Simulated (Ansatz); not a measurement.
The starting structures come from a database of crystals and need not be the phases stable at ambient conditions.

Crystal: KRb₂ScF₆ (I4/m, not sure to be the ambient phase, 10 atoms a cell, 17.9 Å³ an atom); planes in its conventional cell.

Computed with r2SCAN (plane waves, PAW; Ansatz, an electronic-structure program).

The gap is the functional's own, uncorrected, and κ follows it; spin-orbit coupling is left out. Mid-gap values are interpolated between the computed energies.

```json
[
 {"plane": "(001)", "area of the cell (Å²)": "39.3", "mid-gap κ (1/Å)": "0.52", "largest κ in the gap (1/Å)": "0.52"},
 {"plane": "(100)", "area of the cell (Å²)": "57.1", "mid-gap κ (1/Å)": "…", "largest κ in the gap (1/Å)": "…"}
]
```

Task: The slowest decay depends on the direction. Supply the withheld values.

Result: 
- (100), mid-gap κ (1/Å): 0.55
- (100), largest κ in the gap (1/Å): 0.56
